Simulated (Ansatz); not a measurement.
An Ansatz (an electronic-structure program) input (r2SCAN, PAW, 500 eV (Ansatz; without spin-orbit coupling)):

Ansatz 0.2 input:
```yaml
crystal:
  lattice:
    - [3.1831234754, 0, 0]
    - [0, 5.1836342477, 0]
    - [0, 0, 15.9188885977]
  atoms:
    - { symbol: Ga, position: [0.5, 0.9990112713, 0.4711384186] }
    - { symbol: N, position: [0.5, 0.3757887287, 0.4711384186] }
    - { symbol: Ga, position: [1, 0.4990112713, 0.5288615814] }
    - { symbol: N, position: [1, 0.8757887287, 0.5288615814] }
basis: { ecutwfc: 500, ecutrho_ratio: 4, xc_grid: 4, fft_grid_basis: typed }
kpoints: { mp_grid: { grid: [10, 7, 1] } }
hamiltonian:
  xc: r2scan
  dispersion: none
  pseudopotentials: { kind: paw }
scf: { occupations: { method: fermi_dirac, width: 0.05 }, convergence: { dr2_threshold: 0.0000000004 } }
relax: { f_tol: 0.01, max_steps: 50 }
output: { forces: true, stress: true }
checkpoint: { write: state.ck, write_every: 1000 }
```

Q: Which symmetry and how many k-points will the program report, and about how many plane waves at Γ?

A: Space group Pmn21 (ITA 31) with 4 operations, k-points 24 of 70, and 6663 plane waves at Γ.

No phonon test of stability was made. The cell was made from GaN in the wurtzite structure (space group P6_3mc, No. 186) by this change: a free-standing slab of 1 layer (4 atoms, 4 a layer) is cut normal to the y axis, with 15 Å of vacuum and the in-plane cell held at bulk.
